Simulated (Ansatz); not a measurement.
Start from GaAs in the zinc blende structure (space group F-43m, No. 216; a = 5.667 Å). Axes: x, y, z lie along the cube axes.

Calculations: r2SCAN/PAW in Ansatz (a quantum-chemistry and plane-wave program), no spin-orbit coupling.

A first run, uniaxial strain ε_xx = −1.08 %, gives secant values C11 ≈ 120 GPa and C12 ≈ 52 GPa from its stress. A second run applies isotropic strain −0.91 %.

Q: What does linear elasticity predict for the bulk modulus −ΔP/(ΔV/V₀) in the second run, and what does the run give?

A: Linear elasticity: (C11 + 2 C12)/3 = 75 GPa. The run gives 78 GPa; any difference comes from nonlinear terms at these strains and numerical noise.

No phonon test of stability was made.
